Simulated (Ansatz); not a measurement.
Ca: pressure 5 GPa

The reference is Ca in the fcc (Cu type) structure (space group Fm-3m, No. 225; a = 5.5265 Å).

The change: a hydrostatic pressure of 5 GPa.

Method: Ansatz (a program for electronic structure) PBE, spin-orbit coupling left out. Γ-centred 15×15×15 mesh, Fermi–Dirac width 0.05 eV.

The volume per atom decreases by 7.98 Å³ to 34.22 Å³ and the density goes up by 0.37 g/cm³ to 1.95 g/cm³. The lattice parameter a decreases by 0.3731 Å (5.527 Å → 5.153 Å) and the shortest interatomic distance shrinks by 0.264 Å, from 3.908 Å to 3.644 Å. The band gap is still zero.

Final structure:

```yaml
crystal:
  lattice:
    - [0.00000, 2.57671, 2.57671]
    - [2.57671, 0.00000, 2.57671]
    - [2.57671, 2.57671, 0.00000]
  atoms:
    - { symbol: Ca, position: [0.00000, 0.00000, 0.00000] }
```

Cost of the whole job for the changed cell (relaxation, final SCF and bands): very roughly 7 core-seconds.

Load acts through the strain it causes; cell and atoms are relaxed under it. No phonon test of stability was made. Competing high-pressure phases were not computed.
